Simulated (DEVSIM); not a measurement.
System: Au/Al2O3/p-In0.53Ga0.47As capacitor, at 400 K.

| layer (left to right) | material | thickness (nm) | Na (cm⁻³) |
|---|---|---|---|
| 1 | Al2O3 | 12.0 | - |
| 2 | In0.53Ga0.47As | 500 | 1.3e18 |

Metal gate on the left, work function 5.1 eV. Fixed charge at the semiconductor interface 2.7e10 cm⁻² (in units of +e); interface traps 2.6e10 cm⁻² eV⁻¹, uniform in energy, neutral level at 0.5 of the gap above the valence band.

This is a model device: material constants are rounded textbook-type values typed into the input, and sizes, dopings and lifetimes were drawn at random. Values at 300 K; Nc and Nv go as T^1.5, mobilities as T to minus their exponent, the gap by Varshni's rule with the affinity fixed.

| parameter | Al2O3 | In0.53Ga0.47As |
|---|---|---|
| gap (eV) | 6.8 | 0.74 |
| affinity (eV) | 1.35 | 4.51 |
| permittivity | 9 | 13.9 |
| Nc (cm⁻³) | - | 2.1e17 |
| Nv (cm⁻³) | - | 7.7e18 |
| Varshni α (eV/K) | - | 0.00035 |
| Varshni β (K) | - | 190 |

DEVSIM, 1D Poisson equation in equilibrium, Boltzmann statistics, complete ionisation; no quantum confinement or tunnelling. Metal contacts follow the ideal Schottky-Mott rule: no Fermi-level pinning, no interface dipoles.

The substrate doping was swept, all else fixed.

| substrate doping (cm^-3) | flat-band voltage (V) | minimum of the low-frequency capacitance (μF/cm²) |
|---|---|---|
| 6.5e16 | 0.05 | 0.123 |
| 1.3e17 | 0.03 | 0.154 |
| 2.6e17 | 0.00 | 0.187 |
| 6.5e17 | -0.03 | 0.243 |
| 1.3e18 | -0.05 | 0.289 |
| 2.6e18 | -0.08 | 0.339 |

From the first row to the last the flat-band voltage goes from 0.05 to -0.08. From the first row to the last the minimum of the low-frequency capacitance goes from 0.123 to 0.339.
